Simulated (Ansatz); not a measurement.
## HfO2: O → F

The reference is HfO2 in the fluorite structure (space group Fm-3m, No. 225; a = 5.044 Å).

The change: full substitution O → F, then cell and atoms are relaxed.

Computed with PBEsol/PAW in Ansatz (an electronic-structure program), without spin-orbit coupling. Settings: 15×15×15 k-points, 0.05 eV Fermi–Dirac smearing, for the changed cell.

The density shrinks by 1.26 g/cm³ (10.90 g/cm³ → 9.64 g/cm³) and the space group is still Fm-3m (No. 225). The shortest interatomic distance goes up by 0.112 Å, from 2.184 Å to 2.296 Å and the band gap changes from 3.69 eV to zero.

With Hf present, leaving out spin-orbit coupling can change the band edges. Whether these cells are dynamically stable was not tested. As relaxed here, HfF2 is a hypothetical phase, not in the database extracts checked. The final runs are not spin-polarised. HfF2 has a high density of states at the Fermi level and may be magnetic at this level. This is not the structure that HfO2 has at room temperature and ambient pressure.
